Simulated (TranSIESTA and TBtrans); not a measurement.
Device: Al rod with one Cu atom at the surface. Leads: fcc Al rod along [100], layers of 5 and 4 atoms, a = 4.04 Å. Geometry: 6 atoms about the centre moved by SIESTA (PBE, SZP) to a largest force of 0.01 eV/Å, all others as built. Transport runs along z; the first 18 and the last 18 of the 72 atoms are the lead cells, repeated to infinity.

```xyz
72
Lattice="14.213 0.000 0.000 0.000 14.213 0.000 0.000 0.000 32.320" Properties=species:S:1:pos:R:3 pbc="F F T"
Al     7.107     7.107     0.000
Al     9.963     7.107     0.000
Al     7.107     9.963     0.000
Al     4.250     7.107     0.000
Al     7.107     4.250     0.000
Al     8.535     8.535     2.020
Al     5.678     8.535     2.020
Al     8.535     5.678     2.020
Al     5.678     5.678     2.020
Al     7.107     7.107     4.040
Al     9.963     7.107     4.040
Al     7.107     9.963     4.040
Al     4.250     7.107     4.040
Al     7.107     4.250     4.040
Al     8.535     8.535     6.060
Al     5.678     8.535     6.060
Al     8.535     5.678     6.060
Al     5.678     5.678     6.060
Al     7.107     4.250     8.080
Al     4.250     7.107     8.080
Al     7.107     7.107     8.080
Al     9.963     7.107     8.080
Al     7.107     9.963     8.080
Al     5.678     5.678    10.100
Al     8.535     5.678    10.100
Al     5.678     8.535    10.100
Al     8.535     8.535    10.100
Al     7.107     4.250    12.120
Al     4.250     7.107    12.120
Al     7.107     7.107    12.120
Al     9.963     7.107    12.120
Al     7.107     9.963    12.120
Al     5.599     5.477    14.212
Al     8.614     5.477    14.212
Al     5.678     8.535    14.140
Al     8.535     8.535    14.140
Cu     7.107     4.667    16.160
Al     4.250     7.107    16.160
Al     7.107     7.074    16.160
Al     9.963     7.107    16.160
Al     7.107     9.963    16.160
Al     5.599     5.477    18.108
Al     8.614     5.477    18.108
Al     5.678     8.535    18.180
Al     8.535     8.535    18.180
Al     7.107     4.250    20.200
Al     4.250     7.107    20.200
Al     7.107     7.107    20.200
Al     9.963     7.107    20.200
Al     7.107     9.963    20.200
Al     5.678     5.678    22.220
Al     8.535     5.678    22.220
Al     5.678     8.535    22.220
Al     8.535     8.535    22.220
Al     7.107     7.107    24.240
Al     9.963     7.107    24.240
Al     7.107     9.963    24.240
Al     4.250     7.107    24.240
Al     7.107     4.250    24.240
Al     8.535     8.535    26.260
Al     5.678     8.535    26.260
Al     8.535     5.678    26.260
Al     5.678     5.678    26.260
Al     7.107     7.107    28.280
Al     9.963     7.107    28.280
Al     7.107     9.963    28.280
Al     4.250     7.107    28.280
Al     7.107     4.250    28.280
Al     8.535     8.535    30.300
Al     5.678     8.535    30.300
Al     8.535     5.678    30.300
Al     5.678     5.678    30.300
```

Run with TranSIESTA and TBtrans (open boundaries, self-consistent; PseudoDojo norm-conserving potentials, scalar-relativistic): PAO.BasisSize SZP, PAO.EnergyShift 0.15 eV, XC.Authors PBE, Mesh.Cutoff 150 Ry, ElectronicTemperature 300 K, TS.Voltage 0.0 eV, TBT.Elecs.Eta 0.001 eV, no spin polarisation.

Energies count from the leads' Fermi level. Transmissions are for one spin of a degenerate pair. The energy step is 0.02 eV; narrower resonances are cut or missed.

| E (eV) | T |
|---|---|
| -0.20 | 6.20 |
| -0.16 | 6.03 |
| -0.12 | 5.94 |
| -0.08 | 5.96 |
| -0.04 | 6.07 |
| 0.00 | 6.21 |
| 0.04 | 6.47 |
| 0.08 | 6.86 |
| 0.12 | 7.02 |
| 0.16 | 7.14 |
| 0.20 | 7.22 |

Problem. Give the zero-bias conductance in μS and the resistance at 300 K.

Solution. At the Fermi level T = 6.21. Averaged with −∂f/∂E over the full grid (kT = 25.9 meV) it is 6.27. With G0 = 2e²/h = 77.48 μS, G = 486 μS and R = 1/G = 2.06 kΩ.

Problem. Estimate the thermopower by Mott's formula S = −(π²/3)(kB²T/e) d ln T/dE from the rows at -0.04 and 0.04 eV.

Solution. d ln T/dE = 0.798 eV⁻¹ and (π²/3) kB²T/e = 7.33 μV/K · eV, so S = -5.8 μV/K; the full integral gives -5.8 μV/K. A negative sign means that T rises with energy over the thermal window.

The leads' channel count changes near 0.03 eV, within the thermal window, so values at the Fermi level hang on where that band edge falls. Moving central atoms between leads that stay as built scatters by itself, most near band edges, so not all of the loss belongs to a defect.
